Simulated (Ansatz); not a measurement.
Li on the 1x1 (111) surface of fcc Ni, ferromagnetic, one in a 2x2 cell, energies for each (21.5 Å²). Energies are against an atom of bcc Li, without zero-point or thermal terms; each row is named by its start.

Calculation: PBE (plane waves to 420 eV, PAW; Ansatz, an electronic-structure program).

Slab: 17 atoms, 6.0 Å thick at the start under the adsorbate (thin: gaps and levels are the slab's own); k 7x7x1, smearing 0.1 eV, dipole-corrected; 8 atoms held, the rest relaxed; each run with such symmetry as its start has; spin-polarised, no spin-orbit, no U, no dispersion correction.

A negative adsorption energy means that the adsorbate is more stable on the surface than in its reference. Heights count from the host atoms within 0.3 Å of the top one.

```tsv
starting site	E_ads (eV)	height (Å)	nearest host atom (Å)	bonded to	Δ work function (eV)	lateral drift (Å)	moment (μB)
top Ni	-0.71	2.04	Ni 2.20	Ni	-3.07	0.0	10.1
hollow Ni-Ni-Ni over Ni at depth 2.0 Å	-0.83	1.98	Ni 2.47	3 Ni	-3.02	0.0	10.0
hollow Ni-Ni-Ni over Ni at depth 4.0 Å	-0.83	1.98	Ni 2.47	3 Ni	-3.01	0.0	10.0
bridge Ni-Ni (span 2.5 Å)	-0.82	1.99	Ni 2.40	4 Ni	-3.02	0.0	10.0
```
